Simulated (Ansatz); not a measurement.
# Al2Pt (space group Fm-3m, No. 225)

Al2Pt is taken in the cubic space group Fm-3m (No. 225), Pearson symbol cF12. Cell: a = 5.946 Å, b = 5.946 Å, c = 5.946 Å, α = 90.00°, β = 90.00°, γ = 90.00°. Al on 8c is surrounded by 4 Pt at 2.575 Å and 6 Al at 2.973 Å. Pt on 4a sees 8 Al at 2.575 Å (cubic). (Neighbours: up to the widest gap in distance over summed covalent radii, below 1.35, at either atom.)
(The calculation used a cell of 3 atoms; values per cell refer to that cell.)

The values are results of Ansatz (an electronic-structure program) PBE, no SOC, not measurements. Settings: 14×14×14 k-points, 0.05 eV Fermi–Dirac smearing.

Volume per atom: 17.52 Å³
Density: 7.87 g/cm³
Band gap: zero
Total energy: -4533.556 eV/atom (σ→0; compares only within this code and set-up)

Stability against distortions was not tested. All final runs are without spin polarisation.
